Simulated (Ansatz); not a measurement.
We consider MgO (model structure, started from the WC type, P-6m2, No. 187, 2 atoms in the cell), described by HSE06 in Ansatz (plane waves, PAW).

Numerical settings: plane-wave cutoff 500 eV, 12×12×10 k mesh (along the axes of the cell as run), Fermi–Dirac smearing 0.05 eV, scalar-relativistic PAW data made under PBE.

Cell (relaxed with r²SCAN):

```
CELL_PARAMETERS angstrom
      2.90174     0.00000     0.00000
     -1.45087     2.51298     0.00000
      0.00000     0.00000     2.64876
ATOMIC_POSITIONS crystal
  Mg 0.00000 0.00000 0.00000
  O  0.66667 0.33333 0.50000
```

Predict the band gap.


band gap: 4.91 eV (on the SCF k mesh)

Note: exact exchange on metals is sensitive to the k mesh and can open a false gap; the relaxation could raise the start's symmetry but not lower it, so the cell can be a saddle point; cell and atoms aren't relaxed at this level (pressure -0.5 GPa).

Static lattice: no zero-point or thermal effects.

It cost roughly 2.1 core-minutes of CPU time.

A model structure was made by putting elements into a prototype or built by hand; it is no filed structure, need not be a known phase, and can be a saddle point held by its symmetry.

Ansatz is a first-principles code.
